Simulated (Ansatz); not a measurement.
AlN (P6₃/mmc, No. 194, 4 atoms in the cell; start mp-13178; a measured phase of this formula has another space group)

All values below come from r²SCAN (PAW; Ansatz, an electronic-structure program).

Settings: plane-wave cutoff 560 eV, 12×12×8 k mesh (along the axes of the cell as run), Fermi–Dirac smearing 0.01 eV, scalar-relativistic PAW data made under PBE.

Cell (relaxed at this level):

```yaml
crystal:
  lattice:
    - [3.29222, 0.00000, 0.00000]
    - [-1.64611, 2.85114, 0.00000]
    - [0.00000, 0.00000, 4.13720]
  atoms:
    - { symbol: Al, position: [0.33333, 0.66667, 0.75000] }
    - { symbol: Al, position: [0.66667, 0.33333, 0.25000] }
    - { symbol: N, position: [0.33333, 0.66667, 0.25000] }
    - { symbol: N, position: [0.66667, 0.33333, 0.75000] }
```

- band gap = 4.03 eV (on the SCF k mesh)
- bulk modulus = 222 GPa

Note: the relaxation could not lower the start's symmetry, so the cell can be a saddle point above a distorted one; the bulk modulus is −V dP/dV from two relaxed cells at ±2 % in volume.

It cost very roughly 40 core-seconds of CPU time.

A start named mp-… is a Materials Project structure, which need not be a measured phase.
